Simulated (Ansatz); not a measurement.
The starting structures come from a database of crystals and need not be the phases stable at ambient conditions.

Here is the system:

```
CELL_PARAMETERS angstrom
      4.19024    -0.00002    -0.00166
     -2.09007     9.29426     0.15373
     -2.08965     0.10609     7.70172
ATOMIC_POSITIONS crystal
  Te 0.69881 0.81577 0.58165
  Te 0.30119 0.18423 0.41835
  Te 0.08171 0.84587 0.31711
  Te 0.91829 0.15413 0.68289
  I  0.65270 0.18685 0.11853
  I  0.34730 0.81315 0.88147
  I  0.10718 0.44533 0.76936
  I  0.89282 0.55467 0.23064
```

Space group of this cell: P-1. The cell was relaxed by PBE-D3(BJ); by r2SCAN its mean pressure is 1.1 GPa.

Transport runs along the normal of the first two printed cell vectors.

The gap is the functional's own. No spin-orbit coupling. Mid-gap values are interpolated on the energy grid.

Q: Predict the band gap and the smallest decay constant κ at mid-gap from r2SCAN (Ansatz, a quantum-chemistry and plane-wave program).

A: Gap 0.90 eV on a 8×4×4 mesh; κ = 0.133 1/Å, at (0.000, 0.500) of the in-plane reciprocal vectors. At the zone centre, at the nearest computed energy, the slowest state has κ = 0.19 1/Å.
